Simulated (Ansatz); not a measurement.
**ZnSnO3 under a change: Zn → Ge**

Consider ZnSnO3 (space group R3c, No. 161; a = 5.278 Å, c = 14.010 Å (hexagonal axes)).

Modification: Ge takes the place of Zn on all its sites, then cell and atoms are relaxed.

All numbers come from PBEsol (Ansatz, an electronic-structure program, PAW, no spin-orbit coupling). Settings: 8×8×8 k-points, 0.05 eV Fermi–Dirac smearing.

```tsv
quantity	base	changed	shift
density	6.84 g/cm³	5.82 g/cm³	-1.02 g/cm³
space group	R3c (No. 161)	R3m (No. 160)	–
band gap	1.25 eV	0.89 eV	-0.36 eV
gap character	direct at Γ	indirect, k = (0, 3/8, -3/8) in the run's primitive reciprocal basis → Γ	–
electron mass	0.19 mₑ (at Γ)	0.43 mₑ along c, 0.36 mₑ across (at Γ)	–
```

Cost of the whole job for the changed cell (relaxation, final SCF and bands): very roughly 10 core-minutes.

Effective masses come from finite differences of ±0.01 Å⁻¹. No phonon test of stability was made. As relaxed here, SnGeO3 is a hypothetical phase, not in the database extracts checked. Labels are those of the standard path for the cell's own space group.
